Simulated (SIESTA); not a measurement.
SIESTA run on BaSi6 (Cmcm, 14 atoms in the cell): self-consistent single point

Method: GGA PBEsol, numerical atomic orbitals TZP, PseudoDojo PBEsol standard norm-conserving potentials (rewritten from UPF to PSML) in SIESTA.

Input:

```
# files in the folder: Ba.psml Si.psml (PseudoDojo PBEsol standard)
SystemName  BaSi6
SystemLabel BaSi6

NumberOfAtoms                14
NumberOfSpecies              2
%block ChemicalSpeciesLabel
  1 56 Ba
  2 14 Si
%endblock ChemicalSpeciesLabel
LatticeConstant              5.646988 Ang
%block LatticeVectors
     0.396574245   -0.918002659    0.000000000
     0.396574245    0.918002659    0.000000000
     0.000000000    0.000000000    2.118545320
%endblock LatticeVectors
AtomicCoordinatesFormat      ScaledCartesian
%block AtomicCoordinatesAndAtomicSpecies
     0.396574245   -0.414037559    0.529636330  1
     0.396574245    0.414037559    1.588908990  1
     0.396574245   -0.464582786    1.138485070  2
     0.396574245    0.464582786    0.079212410  2
     0.396574245    0.464582786    0.980060251  2
     0.396574245   -0.464582786    2.039332911  2
     0.396574245    0.108250874    0.748227836  2
     0.396574245   -0.108250874    1.807500496  2
     0.396574245   -0.108250874    1.370317484  2
     0.396574245    0.108250874    0.311044824  2
     0.396574245   -0.874783094    1.267292625  2
     0.396574245    0.874783094    0.208019965  2
     0.396574245    0.874783094    0.851252695  2
     0.396574245   -0.874783094    1.910525355  2
%endblock AtomicCoordinatesAndAtomicSpecies

XC.functional                GGA
XC.authors                   PBEsol
PAO.BasisSize                TZP
PAO.EnergyShift              0.01 Ry
MeshCutoff                   400 Ry
%block kgrid.MonkhorstPack
    5   0   0  0.0
    0   5   0  0.0
    0   0   2  0.0
%endblock kgrid.MonkhorstPack
OccupationFunction           MP
OccupationMPOrder            1
ElectronicTemperature        0.272 eV

MaxSCFIterations             150
SCF.Mixer.Method             Broyden
SCF.Mixer.Weight             0.25
SCF.Mixer.History            8
SCF.DM.Tolerance             1.0E-05
Diag.ParallelOverK           true
WriteForces                  true
```

Log, with long lists cut:

```
reinit: Reading from file input.fdf

reinit: System Name: BaSi6
reinit: System Label: BaSi6

coor:   Atomic-coordinates input format  =     Cartesian coordinates
coor:                                          (in units of alat)

siesta: Atomic coordinates (Bohr) and species
siesta:      4.23195  -4.41830   5.65189  1        1
siesta:      4.23195   4.41830  16.95566  1        2
siesta:      4.23195  -4.95768  12.14907  2        3
siesta:      4.23195   4.95768   0.84530  2        4
siesta:      4.23195   4.95768  10.45848  2        5
siesta:      4.23195  -4.95768  21.76225  2        6
siesta:      4.23195   1.15517   7.98453  2        7
siesta:      4.23195  -1.15517  19.28831  2        8
siesta:      4.23195  -1.15517  14.62302  2        9
siesta:      4.23195   1.15517   3.31924  2       10
siesta:      4.23195  -9.33504  13.52361  2       11
siesta:      4.23195   9.33504   2.21984  2       12
siesta:      4.23195   9.33504   9.08394  2       13
siesta:      4.23195  -9.33504  20.38771  2       14

siesta: System type = bulk

initatomlists: Number of atoms, orbitals, and projectors:     14   224   252

siesta: ******************** Simulation parameters ****************************
redata: Spin configuration                          = none
redata: Time-Reversal Symmetry                      = T
redata: Number of Atomic Species                    =        2
redata: Mesh Cutoff                                 =   400.0000 Ry
redata: Net charge of the system                    =     0.0000 |e|
redata: Min. number of SCF Iter                     =        0
redata: Max. number of SCF Iter                     =      150
redata: SCF convergence failure will abort job
redata: SCF mix quantity                            = Hamiltonian
redata: Mix DM or H after convergence               =   F
redata: Recompute H after scf cycle                 =   F
redata: Mix DM in first SCF step                    =   T
   [... lines left out ...]
diag: Used triangular part                          = Lower
diag: Absolute tolerance                            =  0.100E-15
diag: Orthogonalization factor                      =  0.100E-05
diag: Memory factor                                 =  1.0000

superc: Internal auxiliary supercell:     7 x     7 x     3  =     147
superc: Number of atoms, orbitals, and projectors:   2058  32928  37044

                        Single-point calculation

superc: Internal auxiliary supercell:     7 x     7 x     3  =     147
superc: Number of atoms, orbitals, and projectors:   2058  32928  37044

outcell: Unit cell vectors (Ang):
        2.239450   -5.183950    0.000000
        2.239450    5.183950    0.000000
        0.000000    0.000000   11.963400

outcell: Cell vector modules (Ang)   :    5.646988    5.646988   11.963400
outcell: Cell angles (23,13,12) (deg):     90.0000     90.0000    133.2716
outcell: Cell volume (Ang**3)        :    277.7709
new_DM -- step:     1
Initializing Density Matrix...

Attempting to read DM from file... Failed...
DM filled with atomic data:

InitMesh: MESH = 64 x 64 x 162 = 663552
InitMesh: Mesh cutoff (required, used) =   400.000   421.250 Ry

stepf: Methfessel-Paxton step function
       Using Hermite-Gauss polynomials of order  1
        iscf     Eharris(eV)        E_KS(eV)     FreeEng(eV)     dDmax    Ef(eV) dHmax(eV)
   scf:    1    -2870.841071    -2901.871212    -2901.864320  1.809130 -4.108996  3.029864
   scf:    2    -2902.496855    -2902.224347    -2902.214715  0.103542 -4.070321  1.733813
   scf:    3    -2902.455902    -2902.350655    -2902.342537  0.080355 -4.039460  0.812946
   scf:    4    -2902.405724    -2902.381987    -2902.374192  0.050679 -4.023689  0.175282
   scf:    5    -2902.385986    -2902.384197    -2902.376552  0.011017 -4.024182  0.045294
   scf:    6    -2902.384992    -2902.384612    -2902.376878  0.003211 -4.025740  0.009452
   [... 5 lines left out ...]
   scf:   12    -2902.384705    -2902.384704    -2902.376919  0.000033 -4.026288  0.000225
   scf:   13    -2902.384705    -2902.384705    -2902.376919  0.000022 -4.026283  0.000147
   scf:   14    -2902.384706    -2902.384705    -2902.376919  0.000015 -4.026280  0.000099
   scf:   15    -2902.384706    -2902.384705    -2902.376919  0.000011 -4.026276  0.000067
   scf:   16    -2902.384706    -2902.384706    -2902.376919  0.000006 -4.026274  0.000048
SCF Convergence by DM+H criterion
max |DM_out - DM_in|         :     0.0000064647
max |H_out - H_in|      (eV) :     0.0000475633
SCF cycle converged after 16 iterations

Using DM_out to compute the final energy and forces

siesta: E_KS(eV) =            -2902.3847

siesta: E_KS - E_eggbox =     -2902.3847

siesta: Atomic forces (eV/Ang):
     1    0.000000   -0.141489   -0.000000
     2    0.000000    0.141489    0.000000
     3   -0.000000   -0.011871   -0.171101
     4   -0.000000    0.011870   -0.171101
     5    0.000000    0.011870    0.171101
     6   -0.000000   -0.011870    0.171101
     7   -0.000000   -0.021128    0.241683
     8   -0.000000    0.021128    0.241683
     9   -0.000000    0.021128   -0.241683
    10   -0.000000   -0.021128   -0.241683
    11   -0.000000   -0.125068    0.108482
    12    0.000000    0.125068    0.108482
    13    0.000000    0.125068   -0.108482
    14    0.000000   -0.125068   -0.108482
   Tot   -0.000000    0.000000   -0.000000
   Max    0.241683
   Res    0.109411    sqrt( Sum f_i^2 / 3N )
   Max    0.241683    constrained

Stress tensor Voigt[x,y,z,yz,xz,xy] (kbar):      -22.12       -6.95       -3.95        0.00        0.00       -0.00
(Free)E + p*V (eV/cell)    -2900.4686
Target enthalpy (eV/cell)    -2902.3769

siesta: Program's energy decomposition (eV):
siesta: Ebs     =      -858.606781
siesta: Eions   =      4987.508137
siesta: Ena     =      1613.789482
siesta: Ekin    =       855.781933
siesta: Enl     =       419.238435
siesta: Eso     =         0.000000
siesta: Edftu   =         0.000000
siesta: DEna    =        56.451573
siesta: DUscf   =         1.787216
siesta: DUext   =         0.000000
siesta: Ex      =      -760.163465
siesta: Ec      =      -101.761741
siesta: Exc     =      -861.925207
siesta: Eharris =     -2902.384706
siesta: Etot    =     -2902.384706
siesta: FreeEng =     -2902.376919

siesta: Atomic forces (eV/Ang):
siesta:      1    0.000000   -0.141489   -0.000000
siesta:      2    0.000000    0.141489    0.000000
siesta:      3   -0.000000   -0.011871   -0.171101
siesta:      4   -0.000000    0.011870   -0.171101
siesta:      5    0.000000    0.011870    0.171101
siesta:      6   -0.000000   -0.011870    0.171101
siesta:      7   -0.000000   -0.021128    0.241683
siesta:      8   -0.000000    0.021128    0.241683
siesta:      9   -0.000000    0.021128   -0.241683
siesta:     10   -0.000000   -0.021128   -0.241683
siesta:     11   -0.000000   -0.125068    0.108482
siesta:     12    0.000000    0.125068    0.108482
siesta:     13    0.000000    0.125068   -0.108482
siesta:     14    0.000000   -0.125068   -0.108482
siesta: ----------------------------------------
siesta:    Tot   -0.000000    0.000000   -0.000000

siesta: Stress tensor (static) (eV/Ang**3):
siesta:    -0.013803    0.000000   -0.000000
siesta:    -0.000000   -0.004339    0.000000
siesta:     0.000000    0.000000   -0.002468

siesta: Cell volume =        277.770931 Ang**3

siesta: Pressure (static):
siesta:                Solid            Molecule  Units
siesta:           0.00007483          0.00000488  Ry/Bohr**3
siesta:           0.00687025          0.00044786  eV/Ang**3
siesta:          11.00734922          0.71755539  kBar
```

The run converged in 16 iterations.

The starting cell comes from a database of published, mostly measured structures (it also holds non-ambient and calculated ones), without a prior relaxation at this level. Values carry the incompleteness of an atom-centred basis.

Cost on one core of a shared machine: roughly 5 min.
